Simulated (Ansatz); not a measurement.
Consider SnO₂ in the rutile structure (space group P4_2/mnm, No. 136).

```xyz
6
Lattice="4.7599 0.0000 0.0000 0.0000 4.7599 0.0000 0.0000 0.0000 3.2008" Properties=species:S:1:pos:R:3 pbc="T T T"
Sn     0.0000     0.0000     0.0000
Sn     2.3800     2.3800     1.6004
O      1.4561     1.4561     0.0000
O      3.8361     0.9238     1.6004
O      0.9238     3.8361     1.6004
O      3.3038     3.3038     0.0000
```

Cartesian axes are those of the cell as printed.

Computed with r2SCAN (Ansatz, an electronic-structure program), no spin-orbit coupling.

Base values:

The shortest interatomic distance is 2.059 Å. The valence-band top at Γ comes out as 0.00, -0.77, -0.77 eV and the band gap is 1.77 eV.

One thing is altered: compressive biaxial strain of 2.95 % in the plane normal to [001], as in epitaxy on a mismatched substrate; the out-of-plane cell vector and the atoms relax.

Predict the new shortest interatomic distance.

The shortest interatomic distance decreases by 0.0556 Å to 2.004 Å.

How does this affect the valence-band top at Γ?

The valence-band top at Γ (three highest levels, from the VBM) goes from 0.00, -0.77, -0.77 eV to 0.00, -0.72, -0.72 eV.

How does this affect the band gap?

The band gap goes up by 0.31 eV to 2.08 eV.

No phonon test of stability was made.
